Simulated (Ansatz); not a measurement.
**Response to strain in Al2O3**

Take Al$_{2}$O$_{3}$ in the corundum structure (space group R-3c, No. 167) as the base.

```yaml
crystal:
  lattice:
    - [2.40441, 1.38819, 4.37462]
    - [-2.40441, 1.38819, 4.37462]
    - [0.00000, -2.77638, 4.37462]
  atoms:
    - { symbol: Al, position: [0.64785, 0.64785, 0.64785] }
    - { symbol: Al, position: [0.14785, 0.14785, 0.14785] }
    - { symbol: Al, position: [0.35215, 0.35215, 0.35215] }
    - { symbol: Al, position: [0.85215, 0.85215, 0.85215] }
    - { symbol: O, position: [0.75000, 0.44383, 0.05617] }
    - { symbol: O, position: [0.05617, 0.75000, 0.44383] }
    - { symbol: O, position: [0.25000, 0.55617, 0.94383] }
    - { symbol: O, position: [0.55617, 0.94383, 0.25000] }
    - { symbol: O, position: [0.94383, 0.25000, 0.55617] }
    - { symbol: O, position: [0.44383, 0.05617, 0.75000] }
```

Cartesian axes are those of the cell as printed.

Strains are applied to the cell and any free atomic positions relax; under biaxial strain the out-of-plane vector relaxes too.

Computed with plane-wave PAW DFT at the PBE level (Ansatz, an electronic-structure program, 420 eV), scalar-relativistic without spin-orbit coupling.

Notes on the quantities. in-plane stress: mean in-plane stress (compression positive).

| change | band gap | volume per atom | electron mass | in-plane stress |
|---|---|---|---|---|
| base | 5.85 eV | 8.76 Å³ | 0.38 mₑ along c, 0.36 mₑ across (at Γ) | – |
| biaxial strain +0.75 %, plane normal [001], relaxed out of plane | 5.63 eV | 8.86 Å³ | 0.39 mₑ out of plane, 0.36 mₑ in plane (at Γ) | -4.0 GPa |
| biaxial strain +1.50 %, plane normal [001], relaxed out of plane | 5.41 eV | 8.96 Å³ | 0.38 mₑ out of plane, 0.35 mₑ in plane (at Γ) | -7.8 GPa |
| biaxial strain +2.25 %, plane normal [001], relaxed out of plane | 5.19 eV | 9.07 Å³ | 0.38 mₑ out of plane, 0.34 mₑ in plane (at Γ) | -11.4 GPa |

Effective masses come from finite differences of ±0.01 Å⁻¹. Stability against distortions was not tested.
